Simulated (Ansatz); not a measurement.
## A computed series for GaSe: response to strain

Start from GaSe in the beta-GaS type structure (space group P6_3/mmc, No. 194; a = 3.7694 Å, c = 15.9642 Å; layered, stacked along the Cartesian z axis). Axes: x lies along a and z along c of the hexagonal cell.

Strains are applied to the cell and any free atomic positions relax; under biaxial strain the out-of-plane vector relaxes too.

Calculations: Ansatz (a first-principles code) PBE-D3(BJ), no spin-orbit coupling, earlier PAW set.

Notes on the quantities. pressure: mean of the normal stresses, compression positive.

| variant | pressure | band gap | shortest interatomic distance |
|---|---|---|---|
| base | 0.00 GPa | 0.87 eV | 2.444 Å |
| biaxial strain +1.47 %, plane normal [001], relaxed out of plane | (withheld) | (withheld) | (withheld) |
| biaxial strain +4.43 %, plane normal [001], relaxed out of plane | -2.7 GPa | zero | 2.454 Å |
| biaxial strain +4.59 %, plane normal [001], relaxed out of plane | -2.7 GPa | zero | 2.455 Å |

What belongs in the blanks?


- biaxial strain +1.47 %, plane normal [001], relaxed out of plane, pressure: -1.02 GPa
- biaxial strain +1.47 %, plane normal [001], relaxed out of plane, band gap: 0.54 eV
- biaxial strain +1.47 %, plane normal [001], relaxed out of plane, shortest interatomic distance: 2.446 Å

No phonon test of stability was made. All final runs are without spin polarisation. Gaps under 0.05 eV, about the width of the smearing, are given as zero. A zero or small gap of GaSe under biaxial strain +4.43 %, plane normal [001], relaxed out of plane and GaSe under biaxial strain +4.59 %, plane normal [001], relaxed out of plane can be the functional's error rather than a property of the material.
